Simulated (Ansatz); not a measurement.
A user runs Ansatz (a first-principles code) on La₃Cd₂As₆ (C2/m, 22 atoms in the cell) and asks whether the run is sound. The aim is a self-consistent single point with DFT, LDA (PW92), plane waves, default PAW files made with PBE.

Cell that was meant: a = 11.2439 Å, b = 11.2439 Å, c = 12.5313 Å, α = 100.73°, β = 100.73°, γ = 21.33°.

Part of the input:

Ansatz 0.2 input:
```yaml
    - { symbol: As, position_ang: [10.250348, -0.000000, 4.291758] }
    - { symbol: As, position_ang: [9.475023, -0.000000, 8.012593] }
    - { symbol: As, position_ang: [-1.186950, 0.000000, 6.152176] }
basis:
  ecutwfc: 40
kpoints:
  mp_grid:
    grid: [3, 3, 1]
```

The program printed (abridged):

```
   [... lines left out ...]
PAW frozen core: As, regenerated for the run's functional, and the local potential with it
Initial density: superposition of atomic densities (neutral atoms: chi_scale 0, normalization atom), corrected by the library's trained network
Initial wavefunctions: pseudopotential atomic-orbital guess
Eigensolver: davidson
Functional: x = slater, c = lda
SCF iter   1: F=—  HF=-118446.190676 eV  |F-HF|=—  |Δ(HF+E_count)|=         —  Δρ=1.71e0  dr2=1.62e4  ethr=1.77e-3  ⟨swp⟩=1.0  Hψ=1330  notcnv=0
all-band conjugate gradients solve this SCF's bands
preconditioner: auto → LDOS
SCF iter   2: F=—  HF=-103743.236624 eV  |F-HF|=—  |Δ(HF+E_count)|=    1.47e4  S|Δr|=    0.00e0  Δρ=2.38e-1  dr2=6.96e2  ethr=1.77e-3  ⟨swp⟩=11.0  Hψ=4814  notcnv=0  defer=69
   [... lines left out ...]
SCF iter  10: F=—  HF=-103310.818942 eV  |F-HF|=—  |Δ(HF+E_count)|=   3.35e-5  S|Δr|=    0.00e0  Δρ=1.54e-5  dr2=6.88e-6  ethr=1.70e-8  ⟨swp⟩=2.8  Hψ=1022  notcnv=0  defer=93
SCF iter  11: F=—  HF=-103310.818940 eV  |F-HF|=—  |Δ(HF+E_count)|=   2.26e-6  S|Δr|=    0.00e0  Δρ=4.48e-6  dr2=7.05e-7  ethr=2.11e-9  ⟨swp⟩=2.5  Hψ=967  notcnv=0  defer=93
SCF iter  12: F=-103310.818940 eV  HF=-103310.818940 eV  |F-HF|=3.01e-8  |Δ(HF+E_count)|=   1.92e-7  S|Δr|=    0.00e0  Δρ=1.32e-6  dr2=3.47e-8  ethr=3.07e-11  ⟨swp⟩=15.0  Hψ=3826  notcnv=0
SCF 1 converged in 12 iterations: F = -103310.818940 eV  dr2 = 3.47e-8
Stability not checked (fill_not_monotonic)
Free energy (F): -103310.818940 eV
Internal energy: -103310.808460 eV  (E = F + TS)
E sigma→0 (E₀):  -103310.816320 eV
Entropy (-TS):   -0.010480 eV (-0.476 meV/atom)
Fermi energy:    19.220778 eV
--- Forces (eV/Å), atoms counted from 1 ---
  atom   1  La    -2.65467619     0.00000000     1.13478423
  atom   2  La     2.65467619     0.00000000    -1.13478423
  atom   3  La    -2.49968467     0.00000000    -1.39254098
   [... lines left out ...]
--- Stress (GPa, compression-positive) ---
    -4037.480730       0.000000      15.257991
        0.000000   -4162.352224       0.000000
       15.257991       0.000000   -4150.274796
  P = ⅓ Tr σ = -4116.7026 GPa (-41167.026 kbar)
  The stress holds no Pulay correction (an occupied level lies too near the plane-wave cutoff): it is that at fixed plane waves, as pw.x and ABINIT print it
```

Problem. Is anything amiss in this input, and did it matter?

Solution. The run is not sound. The fault is this: a cutoff meant in Ry typed as a bare number, read as eV. A bare number is read in the key's own unit, and eV, Ry (13.6 eV) and Ha (27.2 eV) lie far apart, so the setting ends up far from the one that was meant. To fix it, convert the value to the unit that the key expects. The run converged in 12 iterations without an error; against the sound input the free energy goes up by 1040 eV/atom, the pressure goes from -6.29 to -4117 GPa and the largest force goes from 0.466 to 37.89 eV/Å.

The sound input it was made from differs as follows (other fixes are possible):
```diff
-basis:
-  ecutwfc: 40
```

With that input, the run converged in 11 iterations: free energy E − TS (on the zero of these files) -126230.4211 eV; Fermi level (on the code's own zero) 10.92 eV; pressure -6.29 GPa; largest force (vector length) 0.466 eV/Å (DFT, LDA (PW92), plane waves, default PAW files made with PBE).

On the sound input: the starting cell comes from a database of published, mostly measured structures (it also holds non-ambient and calculated ones), without a prior relaxation at this level. Its lattice was rescaled by a random factor within 2.5 % of one. With a pressure of about -6 GPa the cell is away from its equilibrium volume at this level. Ansatz's pressure includes its estimate of the finite-basis (Pulay) stress. Without a gap this mesh is coarse (it stands for a supercell whose shortest vector is 12 Å).
